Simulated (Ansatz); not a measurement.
## What pressure −1 GPa does to ZnGeP2

Consider ZnGeP2 in the chalcopyrite structure (space group I-42d, No. 122; a = 5.424 Å, c = 10.710 Å).

The change: a negative pressure, −1 GPa.

Method: PBEsol, PAW, 420 eV (Ansatz, a quantum-chemistry and plane-wave program; scalar-relativistic without spin-orbit coupling). Γ-centred 9×9×9 mesh, Fermi–Dirac width 0.05 eV.

```csv
quantity,base,changed,shift
volume per atom,19.69 Å³,19.94 Å³,+0.241 Å³
density,4.22 g/cm³,4.16 g/cm³,-0.051 g/cm³
lattice parameter a,5.424 Å,5.446 Å,+0.022 Å
band gap,1.07 eV,1.09 eV,+0.02 eV
gap character,"indirect, Γ → M–S (33 % along)","indirect, Γ → M–S (33 % along)",–
smallest direct gap,1.24 eV,1.27 eV,+0.03 eV
width of the top valence band,1.50 eV,1.47 eV,-0.03 eV
"valence-band top at Γ (three highest levels, from the VBM)","0.00, -0.07, -0.07 eV","0.00, -0.07, -0.07 eV",–
```

Cost of the whole job for the changed cell (relaxation, final SCF and bands): roughly 4 core-minutes.

Load acts through the strain it causes; cell and atoms are relaxed under it. No phonon test of stability was made.
